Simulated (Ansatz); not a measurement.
## LaMg in the CsCl type structure (space group Pm-3m, No. 221)

LaMg is taken in the cubic space group Pm-3m (No. 221), the CsCl type structure, Pearson symbol cP2. Conventional cell: a = b = c = 3.9782 Å, α = β = γ = 90.00°. La on 1b is coordinated by 8 Mg at 3.445 Å and 6 La at 3.978 Å. Mg on 1a sees 8 La at 3.445 Å (cubic). (Neighbours: up to the widest gap in distance over summed covalent radii, below 1.35, at either atom.)

Calculations: DFT with r2SCAN, PAW potentials and a 500 eV plane-wave cutoff in Ansatz (a first-principles code), no spin-orbit coupling. Settings: 12×12×12 k-points, 0.05 eV Fermi–Dirac smearing.

* **Volume per atom**: 31.48 Å³
* **Density**: 4.30 g/cm³
* **Band gap**: zero
* **Total energy**: -4095.669 eV/atom (σ→0; compares only within this code and set-up)

Stability against distortions was not tested.
